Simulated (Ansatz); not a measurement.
System: MoSi₂ (model structure, started from the AlB2 type, P6/mmm, No. 191, 3 atoms in the cell). Method: PBEsol in Ansatz (PAW).

Numerical settings: plane-wave cutoff 520 eV, 18×18×12 k mesh (along the axes of the cell as run), Fermi–Dirac smearing 0.05 eV, no spin polarisation, scalar-relativistic PAW data made under PBE.

Cell (relaxed at this level):

```
CELL_PARAMETERS angstrom
      4.28757     0.00000     0.00000
     -2.14378     3.71314     0.00000
      0.00000     0.00000     2.56608
ATOMIC_POSITIONS crystal
  Mo 0.00000 0.00000 0.00000
  Si 0.33333 0.66667 0.50000
  Si 0.66667 0.33333 0.50000
```

Problem. What does this level give for the bulk modulus?

Solution. 
- bulk modulus: 187 GPa

Note: the run has no spin polarisation, so it can have missed a magnetic state; the bulk modulus is −V dP/dV from two relaxed cells at ±2 % in volume; the relaxation could raise the start's symmetry but not lower it, so the cell can be a saddle point.

Static lattice: no zero-point or thermal effects.

It cost about 5 core-minutes (a rough figure) of CPU time.

A model structure was made by putting elements into a prototype or built by hand; it is no filed structure, need not be a known phase, and can be a saddle point held by its symmetry.

Ansatz is an electronic-structure program.
